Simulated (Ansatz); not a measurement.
The parent structure is ZrO$_{2}$ in the fluorite structure (space group Fm-3m, No. 225; a = 5.1159 Å).

All numbers come from PBE in Ansatz (plane waves to 420 eV, PAW, no spin-orbit coupling), earlier PAW set.

Before the change:

* **Valley order**: Γ 3.32 eV; X along ⟨100⟩ 3.75 eV; a point along ⟨110⟩, about 0.8 Å⁻¹ from Γ 3.76 eV; L along ⟨111⟩ 3.94 eV

Perturbation: 0.167 electrons added to each cell, a density of 5.0×10^21 cm⁻³, with a uniform compensating background at fixed cell and a 300 K Fermi–Dirac width.

### Question
Estimate the effect on the valley order and Fermi level from band edge.

### Answer
The valley order (the lowest conduction-band minima on the path, energy above the VBM, named in the base's zone) becomes Γ 3.42 eV; X along ⟨100⟩ 3.80 eV; a point along ⟨110⟩, about 0.8 Å⁻¹ from Γ 3.85 eV; L along ⟨111⟩ 4.05 eV (base: Γ 3.32 eV; X along ⟨100⟩ 3.75 eV; a point along ⟨110⟩, about 0.8 Å⁻¹ from Γ 3.76 eV; L along ⟨111⟩ 3.94 eV); the Fermi level relative to the doped band's edge (positive inside the band; to 0.05 eV) amounts to +0.40 eV.

Charged cell with a jellium background: band edges are those of the host's band count, energies are not comparable with the neutral cell, and many-body gap narrowing is missing. The levels and masses belong to the bands next to the band gap. Whether these cells are dynamically stable was not tested. This is not the structure that ZrO2 has at room temperature and ambient pressure.

Ansatz is a program for electronic structure.
